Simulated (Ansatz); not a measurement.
The reference is Cd in the hcp (Mg type) structure (space group P6_3/mmc, No. 194; a = 3.029 Å, c = 5.759 Å; relaxed with 0.1 eV smearing).

The values are results of PBE, PAW, 420 eV (Ansatz, an electronic-structure program; no SOC), not measurements.

For the base:

```
Property   Result
--------  -------
Pressure  0.0 GPa
Band gap     zero
```

It is then changed as follows: an isotropic linear strain of −0.50 %, atoms relaxed at fixed cell.

Q: How does this affect the energy relative to the base?

A: The energy grows by 0.7 meV/atom.

Q: How does this affect the pressure?

A: The pressure (mean of the normal stresses, compression positive) goes from zero to 0.7 GPa.

Q: Estimate the effect on the band gap.

A: The band gap remains zero.

Stability against distortions was not tested.
